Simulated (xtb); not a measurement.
xtb 6.7.1, GFN2-xTB: Sc(OiPr)(OSiH3)2 (CC(C)[O][Sc]([O][SiH3])[O][SiH3]), 22 atoms. The geometry is a generated start, not checked to be a minimum at this level.

run flags: --grad
method: GFN2-xTB
--acc: 1 (default)
--etemp (K): 300 (default)
basis functions: 67
valence electrons: 54

```xyz
22

Sc    -0.3537    -0.4821     0.4563
O     -0.3972     1.1920     1.1854
C      0.2701     2.2030     0.4961
C     -0.1522     2.1859    -0.9884
C      1.7899     1.9925     0.6169
H     -0.0049     3.1762     0.9437
H      0.1941     1.2352    -1.4501
H      0.2678     3.0279    -1.5349
H     -1.2443     2.2273    -1.0478
H      2.0861     2.0630     1.6625
H      2.0281     0.9734     0.2535
H      2.3429     2.7287     0.0377
O      0.6220    -1.8530     1.2632
Si     1.0744    -3.1912     2.0202
H      2.5478    -3.2430     1.9988
H      0.5158    -4.3649     1.3214
H      0.5809    -3.1370     3.4103
O     -1.4585    -0.9288    -0.9779
Si    -2.4572    -1.3633    -2.1500
H     -2.1487    -0.5376    -3.3354
H     -3.8450    -1.1170    -1.7188
H     -2.2581    -2.7872    -2.4627
```

Charge 0 and multiplicity 1 are set for this test and not shown to be the ground state.

One run each on 1 thread. Values of broydamp tried: 0.02, 0.05, 0.1, 0.2, 0.4 (default), 0.6, 0.8, 1.

Problem. How does the count of SCC iterations change with broydamp, and where is it least?

Solution. Fewest SCC iterations, within one of each other: 0.4 (default) with 15, 0.6 with 16. The count rises to 29 at 1. All converge to one solution.

```
broydamp       SCC iterations            end
-------------  --------------  -------------
0.02                       28  same solution
0.05                       24  same solution
0.1                        22  same solution
0.2                        17  same solution
0.4 (default)              15  same solution
0.6                        16  same solution
0.8                        18  same solution
1                          29  same solution
```
